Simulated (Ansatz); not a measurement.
## SnTe: uniaxial strain ε_zz = +2.79 %

The reference is SnTe in the rock salt structure (space group Fm-3m, No. 225; a = 6.3712 Å). Axes: x, y, z lie along the cube axes.

Perturbation: uniaxial strain ε_zz = +2.79 %, all other strain components held at zero; the atoms relax in the strained cell.

Method: DFT with r2SCAN, PAW potentials and a 500 eV plane-wave cutoff in Ansatz (an electronic-structure program), no spin-orbit coupling, earlier PAW set. Γ-centred 13×13×13 mesh, Fermi–Dirac width 0.05 eV.

Shortest interatomic distance: 318.6 pm (base 318.6 pm)
Energy relative to the base (free energy F): +8.8 meV/atom
Band gap: 0.15 eV (base 0.13 eV)
Gap character: direct at N
Stress (xx, yy, zz, yz, xz, xy; compression positive): (-0.10, -0.10, -2.95, 0.00, 0.00, 0.00) GPa

Cost of the whole job for the changed cell (relaxation, final SCF and bands): about 70 core-seconds (a rough figure).

With Te present, leaving out spin-orbit coupling can change the band edges. Whether these cells are dynamically stable was not tested. The zero or small gap of SnTe can change with the level of theory. Labels are those of the standard path for the cell's own space group.
